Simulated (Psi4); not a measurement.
Psi4 1.11, BP86/def2-svp: Cu(SMe)(py) (C[S][Cu]<-[n]1ccccc1), 17 atoms. The geometry is a generated start, not checked to be a minimum at this level.

| Quantity | Result |
|---|---|
| task | energy |
| method | bp86 |
| basis | def2-svp |
| memory | 3 GB |
| maxiter | 100 |
| keys of the molecule block | symmetry c1 |
| scf_type | df (default) |
| guess | auto, which took SAD (default) |
| scf_initial_accelerator | adiis (default) |
| e_convergence | 1e-06 (default) |
| d_convergence | 1e-06 (default) |
| dft_radial_points | 75 (default) |
| dft_spherical_points | 302 (default) |
| basis functions | 187 |
| grid points | 361683 |

```xyz
17

Cu     1.3828     0.0077    -0.7175
S      2.9544    -0.4149    -2.1375
C      2.4400    -2.0094    -2.8717
H      2.3657    -2.7705    -2.0984
H      3.2015    -2.2895    -3.5939
H      1.4845    -1.8875    -3.3744
C     -2.2020     1.1491     2.0060
C     -1.9261    -0.1796     1.7097
C     -0.8267    -0.4853     0.9370
N      0.0067     0.4504     0.4470
C     -0.2573     1.7361     0.7465
C     -1.3383     2.1192     1.5109
H     -3.0590     1.4220     2.6015
H     -2.5611    -0.9718     2.0740
H     -0.5912    -1.5117     0.6937
H      0.4302     2.4704     0.3522
H     -1.5039     3.1655     1.7151
```

Charge 0 and multiplicity 1 are set for this test and not shown to be the ground state.

One run each on 2 threads. Values of diis_max_vecs tried: 3, 6, 10 (default), 20.

**Question.** Predict the course of the SCF iterations along this series.

**Answer.** Fewest SCF iterations, within one of each other: 6 with 16, 10 (default) with 16, 20 with 16. The count rises to 90 at 3. All converge to one solution.

```tsv
diis_max_vecs	SCF iterations	end
3	90	same solution
6	16	same solution
10 (default)	16	same solution
20	16	same solution
```
